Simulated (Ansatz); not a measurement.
Structures of equal composition on the (111)A surface of 3C silicon carbide (Si plane on top): 2x2 Si adatom at H3; 2x2 Si adatom at T1; 2x2 Si adatom at T4. The slabs share one bottom face, and each structure is named by its start. These are constructed structures in small cells; real faces may alloy, dewet or reconstruct in larger ones, and not all known structures of the face are among them. Slabs of about 10 Å, Fermi-Dirac smearing of 0.025 eV. Bottom of the slabs: H caps. Relaxed from the named starts with such symmetry as they have, on meshes of like density; energies extrapolated to zero smearing; spin only where a row says so; no spin-orbit coupling, no U. Brackets mark spin-polarised runs, whose order is one that fits the cell. Where a second, spin-polarised start was run, the lower counts.

These are PBE (plane waves to 420 eV, PAW; Ansatz, a program for electronic structure) values and carry that method's errors.

Order them by energy per 1x1 cell (lowest first) at the level PBE.

2x2 Si adatom at H3 (0.000 eV), 2x2 Si adatom at T4 (0.030 eV), 2x2 Si adatom at T1 (0.603 eV)
